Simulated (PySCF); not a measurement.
PySCF 2.14.0, PBE/def2-tzvp: Zr(Cl)3(I) ([Cl][Zr]([Cl])([Cl])[I]), 5 atoms. The geometry is a generated start, not checked to be a minimum at this level.

```python
import time
import numpy
from pyscf import lib
from pyscf import gto, scf, dft, mp, cc, sgx
lib.logger.TIMER_LEVEL = 4
t0 = time.perf_counter()

mol = gto.M(
    atom='''
Zr     0.03260000    -0.03160000    -0.00510000
Cl     1.77980000     0.72550000    -1.20650000
Cl     0.84830000    -0.67750000     1.99200000
Cl    -0.70900000    -1.89100000    -1.03620000
I     -1.95170000     1.87460000     0.25590000
''',
    basis='def2-tzvp',
    ecp={'Zr': 'def2-tzvp', 'I': 'def2-tzvp'},
    max_memory=3000,
    verbose=4,
)
mf = dft.RKS(mol, xc='pbe')
mf.chkfile = None
mf.kernel()
print('SCF converged:', mf.converged)
print('E(SCF) = %.10f' % mf.e_tot)
print('basis functions:', mol.nao_nr())
print('integrals held in memory:', getattr(mf, '_eri', None) is not None)
t1 = time.perf_counter()
print('wall of the SCF part: %.3f s' % (t1 - t0))
print('run ended')
```

Effective core potentials: those of the basis set, past Kr.

The program reports basis functions: 201, grid points: 100992.

Hardware: Arm Neoverse V2, 96 cores on 1 socket, no SMT, 1 L3 cache group.

Times are wall-clock medians of two to five runs, from launch to exit, with nothing else on the machine. Unless noted, each process is bound to its own block of adjacent cores. The build: PyPI wheel: OpenMP (GNU), a bundled serial OpenBLAS 0.3.3 under its C layer, NumPy's threaded OpenBLAS held to generic ARMv8 kernels, libcint, Libxc; another build can shift the numbers. Scratch files lie in a memory file system. This build's BLAS runs threads of its own beside OpenMP's, on the same cores; «BLAS threads» counts them.

Started as
```bash
OMP_NUM_THREADS=32 OPENBLAS_NUM_THREADS=1 python -u run.py
```
(32 threads, 1 BLAS thread) it takes 5.5 s and 31 Fock builds (products with the orbital Hessian counted alike).

Task: What happens to the run time with 32 threads, 32 BLAS threads?

Result: About 13 s (3 runs within 3 %): 2.4× as long. The largest move is in the rest of the SCF (stored integrals and their contraction, diagonalisation, DIIS): 1.9 s to 8.2 s. The slower run has 32 BLAS threads beside the program's own on the same cores, and burns 3 times the CPU time. Change in the result: energy equal as printed.
